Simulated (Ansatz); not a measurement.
The starting structures come from a database of crystals and need not be the phases stable at ambient conditions.

 Where the default PAW files enter, the runs use the earlier of Ansatz's two default sets.

Tunnelling through a barrier is set by its complex band structure: the current falls as exp(−2κd) with the smallest κ.

Here is the system:

```xyz
10
Lattice="5.7265 0.0000 0.0000 0.8493 7.7461 0.0000 -2.4386 3.8730 2.6424" Properties=species:S:1:pos:R:3 pbc="T T T"
Li     2.0172     6.6786     2.6424
Li    -0.3186     8.8136     2.6424
Nb    -0.6622     4.9915     2.6424
Nb     4.7994     6.6276     0.0000
O      4.6283     8.4054     0.6921
O     -0.4911     3.2136     1.9503
O      2.2963     3.0142     0.9145
O      1.8409     8.6049     1.7280
O      0.4964     5.8728     1.0358
O      3.6408     5.7463     1.6066
```

Space group of this cell: R-3. The cell is taken as given; by r2SCAN its mean pressure is -8.9 GPa.

Transport runs along the normal of the first two printed cell vectors, the (110) plane of the conventional cell.

The gap is the functional's own. No spin-orbit coupling. Mid-gap values are interpolated on the energy grid.

Question: Compute, with r2SCAN (Ansatz, a program for electronic structure), the band gap and the smallest decay constant κ at mid-gap.

Answer: Gap 4.22 eV on a 12×12×12 mesh; κ = 0.442 1/Å, at (0.333, 0.000) of the in-plane reciprocal vectors. At the zone centre, at the nearest computed energy, the slowest state has κ = 0.46 1/Å.
